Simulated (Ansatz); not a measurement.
Take BN in the wurtzite structure (space group P6_3mc, No. 186; a = 2.541 Å, c = 4.203 Å) as the base. Axes: x lies along a and z along c of the hexagonal cell.

Computed with plane-wave PAW DFT at the PBEsol level (Ansatz, a program for electronic structure, 420 eV), no spin-orbit coupling.

For the base:

Band gap: 4.96 eV
Electron mass: 0.30 mₑ along c, 0.50 mₑ across (at K)

Now apply this change: uniaxial strain ε_zz = −0.60 %, all other strain components held at zero; the atoms relax in the strained cell.

Q: Predict the new band gap, stress and electron mass.

A: The band gap grows by 0.02 eV to 4.98 eV; the stress (xx, yy, zz, yz, xz, xy; compression positive) amounts to (0.38, 0.38, 6.41, 0.00, 0.00, 0.00) GPa; the electron mass changes from 0.30 mₑ along c, 0.50 mₑ across (at K) to 0.30 mₑ along z, 0.50 mₑ across (at K).

Masses are band curvatures over ±0.01 Å⁻¹ around the edge. Whether these cells are dynamically stable was not tested.
